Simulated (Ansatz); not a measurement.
Functionals compared on the (210) surface of alpha gallium in its 1x1 cell, outermost plane spacing 0.41 Å in the ideal cut, in Ansatz (plane waves, PAW). The structure was relaxed with PBE; the other rows are single points on it, each with its references at the same level. Cutoff 420 eV (500 eV for r2SCAN).

Model: 40-atom slab, 10.3 Å thick at the start (thin: gaps and levels are the slab's own), 8x3x1 mesh, Fermi-Dirac 0.1 eV, dipole correction, all atoms relaxed; symmetry of the start imposed; no spin, no spin-orbit, no U. These notes are the PBE run's.

```csv
functional,surface energy (J/m²),work function of the top face (eV),rough cost of the single point
PBE,0.56,4.06,–
LDA,0.78,4.33,very roughly 14 core-minutes
PBEsol,0.72,4.14,roughly 14 core-minutes
RPBE,(withheld),(withheld),very roughly 14 core-minutes
r2SCAN,0.69,4.19,roughly 27 core-minutes
```

### Question
Complete the blanks.

### Answer

- RPBE, surface energy (J/m²): 0.44
- RPBE, work function of the top face (eV): 3.94

Ansatz is an electronic-structure program.
